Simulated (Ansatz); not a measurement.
# Hypothetical P4_2/mnm BP, response to strain

Base system: BP (space group P4_2/mnm, No. 136; a hypothetical phase, not in the database extracts checked).

```xyz
8
Lattice="5.5323 0.0000 0.0000 0.0000 5.5323 0.0000 0.0000 0.0000 3.1873" Properties=species:S:1:pos:R:3 pbc="T T T"
B      1.7792     3.7532     0.0000
B      3.7532     1.7792     0.0000
B      4.5453     4.5453     1.5937
B      0.9870     0.9870     1.5937
P      1.7664     1.7664     0.0000
P      3.7659     3.7659     0.0000
P      0.9998     4.5326     1.5937
P      4.5326     0.9998     1.5937
```

Cartesian axes are those of the cell as printed.

Strains are applied to the cell and any free atomic positions relax; under biaxial strain the out-of-plane vector relaxes too.

Level of theory: PBEsol in Ansatz (plane waves to 420 eV, PAW, no SOC).

Notes on the quantities. pressure: mean of the normal stresses, compression positive.

```tsv
variant	pressure	band gap	volume per atom
base	0.0 GPa	0.26 eV	12.19 Å³
biaxial strain −3.82 %, plane normal [001], relaxed out of plane	11.0 GPa	zero	11.40 Å³
biaxial strain −3.30 %, plane normal [001], relaxed out of plane	9.4 GPa	zero	11.51 Å³
biaxial strain −1.68 %, plane normal [001], relaxed out of plane	4.57 GPa	0.12 eV	11.84 Å³
biaxial strain −0.51 %, plane normal [001], relaxed out of plane	1.34 GPa	0.22 eV	12.08 Å³
```

The mesh was chosen for an insulator and is coarse for the gapless case. Whether these cells are dynamically stable was not tested. All final runs are without spin polarisation. A zero or small gap of BP can be the functional's error rather than a property of the material.

Ansatz is a program for electronic structure.
